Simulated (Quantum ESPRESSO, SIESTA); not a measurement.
# Pressure against volume in fcc Al (space group 225) (SIESTA, PBE)

```
Al
1.0
    0.00000     1.98899     1.98899
    1.98899     0.00000     1.98899
    1.98899     1.98899     0.00000
Al
1
Direct
  0.00000   0.00000   0.00000
```

Method: GGA PBE, numerical atomic orbitals DZP, PseudoDojo PBE standard norm-conserving potentials (rewritten from UPF to PSML) run with SIESTA. Settings: XC.functional = GGA; XC.authors = PBE; potentials = PseudoDojo PBE standard; PAO.BasisSize = DZP; PAO.EnergyShift = 0.01 Ry; MeshCutoff = 520 Ry; kgrid.MonkhorstPack = 25 25 25; OccupationFunction = FD; ElectronicTemperature = 580.23 K; MaxSCFIterations = 150; SCF.Mixer.Method = Pulay; SCF.Mixer.Weight = 0.1; SCF.Mixer.History = 8; SCF.DM.Tolerance = 1.0E-04. The cell above is the first row's. The rows scale it uniformly. In all rows the k mesh is held.

```
V (Å^3/atom)  P (GPa)
------------  -------
15.737              ?
16.079           1.72
16.422           0.08
16.764          -1.41
17.106          -2.78
17.448          -3.92
17.790          -4.95
18.132          -5.89
18.474          -6.68
```

Taking a cubic for P over the 8 complete rows: With u = V - 17.3, the rows have u = -1.2210, -0.8780, -0.5360, -0.1940, 0.1480, 0.4900, 0.8320, 1.1740. Least squares gives P = -3.434 - 3.4171·u + 0.6083·u² - 0.0451·u³. Residuals (row less fit): -0.007, 0.014, 0.011, -0.032, 0.007, 0.018, -0.008, 0.000; standard error 0.021 (degrees of freedom: 4). The fitted pressure is zero at V0 = 16.44, where dP/dV = -4.569, so B0 = -V0·dP/dV = 75.1 GPa.

Question: Predict the withheld P at V = 15.737 from the fit, and compare with the calculation.

Answer: u = -1.5630, so P = -3.434 - 3.4171 × (-1.5630) + 0.6083 × (-1.5630)² - 0.0451 × (-1.5630)³ = 3.565 GPa. The calculation gives 3.59 GPa, 0.025 GPa above the prediction (0.2 % of the range of P in the table). The row lies outside the fitted rows, so this is an extrapolation. From the scatter of the fitted rows alone, a prediction at this place has a standard error of 0.057 GPa, so the miss is 0.4 times that.

Carrying the step between the two nearest rows on in a straight line would have given 3.36, off by 0.23; series whose last step already gives the withheld value aren't shown. The scan was laid around a cell of about the measured size, scaled by a guess for this functional. A plane-wave scan with the same functional (Quantum ESPRESSO, GBRV) gives V0 = 16.49 Å^3/atom and B0 = 77.8 GPa; a Birch-Murnaghan fit to all rows here lies -0.4 % from it in V0 and -3 % in B0; the two differ in basis, and may differ in potentials and mesh. Values carry the incompleteness of an atom-centred basis. Cutoffs and mesh are single choices, not tested for convergence of this quantity. Series with a scatter that would blur these digits, or in which a gap closes, are not shown.
